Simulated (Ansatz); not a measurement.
## LaC$_{2}$ (space group I4/mmm, No. 139)

```yaml
crystal:
  lattice:
    - [-1.94580, 1.94580, 3.26442]
    - [1.94580, -1.94580, 3.26442]
    - [1.94580, 1.94580, -3.26442]
  atoms:
    - { symbol: La, position: [0.00000, 0.00000, 0.00000] }
    - { symbol: C, position: [0.40089, 0.40089, 0.00000] }
    - { symbol: C, position: [0.59911, 0.59911, 0.00000] }
```

All numbers come from PBEsol, PAW, 420 eV (Ansatz, a quantum-chemistry and plane-wave program; no SOC). Settings: 17×17×17 k-points, 0.05 eV Fermi–Dirac smearing.

| Item | Value |
|---|---|
| Volume per atom | 16.48 Å³ |
| Density | 5.47 g/cm³ |
| Band gap | zero |
| Total energy | -2218.345 eV/atom (σ→0; compares only within this code and set-up) |

Whether these cells are dynamically stable was not tested. All final runs are without spin polarisation. An odd electron count without spin: LaC2.
